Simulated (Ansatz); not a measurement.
**How far to go with the plane-wave cutoff: BiTe (Fm-3m, 2 atoms in the cell)**

```xyz
2
Lattice="0.0000 3.2370 3.2370 3.2370 0.0000 3.2370 3.2370 3.2370 0.0000" Properties=species:S:1:pos:R:3 pbc="T T T"
Bi     0.0000     0.0000     0.0000
Te     3.2370     3.2370     3.2370
```

Method: LDA (PW92), default PAW files made with PBE (plane waves; Ansatz, a program for electronic structure).

Base settings: basis.ecutwfc = 30.9 Ry; kpoints.mp_grid.grid = 9 9 9; hamiltonian.xc = lda; hamiltonian.pseudopotentials = {kind: paw} (the program's default PAW files); scf.occupations.method = fermi_dirac; scf.occupations.width = 0.0073 Ry.

The second cell is the first with its lattice scaled by 0.98.

The mesh stays at the base's, so the ladder's end is converged at best in this setting alone.

The first pressure column holds Ansatz's estimate of the finite-basis (Pulay) stress, which hides part of the cutoff error; the other is without it.

Only quantities that move along the ladder and can be compared are tabulated.

The count of work is k-points × plane waves × bands × iterations; it is no time. 

The starting cell comes from a database of computed structures (which also holds hypothetical and non-ambient phases and stackings), without a prior relaxation at this level. Its lattice was rescaled by up to half a per cent.

```tsv
basis.ecutwfc	free energy less the last step's (meV/atom)	energy of the compressed cell less the first (meV/atom)	pressure (GPa)	pressure without the Pulay estimate (GPa)	count of work / last
10.7 Ry	70378.77	180.26	-0.26	-1237.50	0.067
12.5 Ry	27516.47	-179.82	-12.82	-588.64	0.089
14 Ry	11963.50	144.09	-0.05	-295.66	0.097
15.4 Ry	5432.42	-24.59	-2.23	-153.92	0.093
16.9 Ry	2264.83	-33.04	-2.39	-75.16	0.11
18.4 Ry	897.82	-19.68	-2.87	-35.85	0.14
21.7 Ry	91.19	-16.81	-2.89	-7.57	0.18
24.6 Ry	9.20	-17.62	-2.85	-3.40	0.19
27.9 Ry	2.33	-17.66	-2.85	-2.88	0.23
30.9 Ry	1.50	-17.69	-2.85	-2.88	0.27
33.8 Ry	0.75	-17.69	-2.86	-2.87	0.30
37.1 Ry	0.43	-17.70	-2.86	-2.86	0.36
41.5 Ry	0.33	-17.71	-2.86	-2.86	0.42
46.3 Ry	0.19	-17.71	-2.86	-2.86	0.49
54 Ry	0.12	-17.71	-2.86	-2.86	0.63
61.7 Ry	0.05	-17.71	-2.86	-2.86	0.75
74.2 Ry	0.00	-17.71	-2.86	-2.86	1.0
```

Coarsest basis.ecutwfc that holds the free energy within 2 meV/atom of the last step, with all finer ones: 30.9 Ry, at 0.27 of the last step's count of work; the step before is off by 2.3 meV/atom.

Coarsest basis.ecutwfc that holds the pressure without the Pulay estimate within 0.5 GPa of the last step, with all finer ones: 27.9 Ry, at 0.23 of the last step's count of work; the step before is off by 0.54 GPa.

Coarsest basis.ecutwfc that holds the energy of the compressed cell less the first within 0.5 meV/atom of the last step, with all finer ones: 24.6 Ry, at 0.19 of the last step's count of work; the step before is off by 0.91 meV/atom.

The energy difference between the two cells stays within 1 meV/atom of the last step's from 21.7 Ry on, the total only from 33.8 Ry on: much of the error is common to both cells and cancels.

At the lowest cutoff the pressure without the Pulay estimate lies 1230 GPa under the last step's, the usual sign of Pulay stress in an incomplete plane-wave basis.

Keys are those of Ansatz 0.2.
